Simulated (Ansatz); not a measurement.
## SnO (Pmn2₁, No. 31, 4 atoms in the cell; start mp-545552; a measured phase of this formula has another space group)

Level of theory: LDA (PAW; Ansatz, a quantum-chemistry and plane-wave program).

Settings: plane-wave cutoff 520 eV, 10×6×8 k mesh (along the axes of the cell as run), Fermi–Dirac smearing 0.01 eV, scalar-relativistic PAW data made under PBE.

Cell (relaxed at this level):

```
SnO
1.0
    3.29175     0.00000     0.00000
    0.00000     5.67793     0.00000
    0.00000     0.00000     3.70767
Sn O
2 2
Cartesian
  0.00000   1.33923   1.98225
  1.64588   4.33870   0.12841
  0.00000   5.00831   2.65235
  1.64588   0.66962   0.79851
```

* **band gap**: 1.20 eV
* **smallest direct gap on the k points sampled**: 1.87 eV
* **Γ–Γ gap**: 3.25 eV

Spin–orbit coupling is not included.

A start named mp-… is a Materials Project structure, which need not be a measured phase.
